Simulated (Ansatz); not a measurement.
An Ansatz (a program for electronic structure) input (r2SCAN (Ansatz), scalar-relativistic without spin-orbit coupling, earlier PAW set):

Ansatz 0.2 input:
```yaml
crystal:
  lattice:
    - [3.8423235448, 0, 0]
    - [-1.9211617724, 3.3275497994, 0]
    - [0, 0, 6.3375011321]
  atoms:
    - { symbol: Ga, position: [0.6666666667, 0.3333333333, 0.9994888384] }
    - { symbol: Ga, position: [0.3333333333, 0.6666666667, 0.4994888384] }
    - { symbol: P, position: [0.6666666667, 0.3333333333, 0.6257111616] }
    - { symbol: P, position: [0.3333333333, 0.6666666667, 0.1257111616] }
basis: { ecutwfc: 500, ecutrho_ratio: 4, xc_grid: 4, fft_grid_basis: typed }
kpoints: { mp_grid: { grid: [10, 10, 5] } }
hamiltonian:
  xc: r2scan
  dispersion: none
  pseudopotentials: { azcp: { folder: ./paw }, kind: paw }
scf: { occupations: { method: fermi_dirac, width: 0.05 }, convergence: { dr2_threshold: 0.0000000004 } }
output: { forces: true, stress: true }
checkpoint: { write: state.ck, write_every: 1000 }
```

**Question.** Which symmetry and how many k-points will the program report, and about how many plane waves at Γ?

**Answer.** Space group P63mc (ITA 186) with 12 operations, k-points 42 of 500, and 2033 plane waves at Γ.

Stability against distortions was not tested. The cell was made from GaN by this change: N → P; the result is a model cell, its experimental status unchecked. This is not the structure that GaP has at room temperature and ambient pressure.
